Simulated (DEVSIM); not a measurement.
Device: Al/AlN/p-Ge capacitor, at 250 K.

```
layer (left to right)  material  thickness (nm)  Na (cm⁻³)
---------------------  --------  --------------  ---------
1                           AlN            22.0          -
2                            Ge            4300     1.9e16
```

Metal gate on the left, work function 4.1 eV. Fixed charge at the semiconductor interface 5.4e11 cm⁻² (in units of +e); no interface traps.

This is a model device: material constants are rounded textbook-type values typed into the input, and sizes, dopings and lifetimes were drawn at random. Values at 300 K; Nc and Nv go as T^1.5, mobilities as T to minus their exponent, the gap by Varshni's rule with the affinity fixed.

```tsv
parameter	AlN	Ge
gap (eV)	6.1	0.664
affinity (eV)	1.9	4
permittivity	8.5	16
Nc (cm⁻³)	-	1.04e19
Nv (cm⁻³)	-	6e18
Varshni α (eV/K)	-	0.000477
Varshni β (K)	-	235
```

Model (solved in DEVSIM): 1D Poisson equation in equilibrium, Boltzmann statistics, complete ionisation; no quantum confinement or tunnelling. Metal contacts follow the ideal Schottky-Mott rule: no Fermi-level pinning, no interface dipoles.

The temperature was swept, all else fixed.

```csv
temperature (K),flat-band voltage (V),minimum of the low-frequency capacitance (μF/cm²),threshold voltage (band bending 2φF) (V)
250,-0.72,0.0663,-0.10
300,-0.67,0.0759,-0.15
350,-0.62,0.0909,-0.21
400,-0.56,0.116,-0.27
450,-0.51,0.154,-0.33
500,-0.48,0.196,-0.38
```

From the first row to the last the flat-band voltage goes from -0.72 to -0.48. From the first row to the last the minimum of the low-frequency capacitance goes from 0.0663 to 0.196.
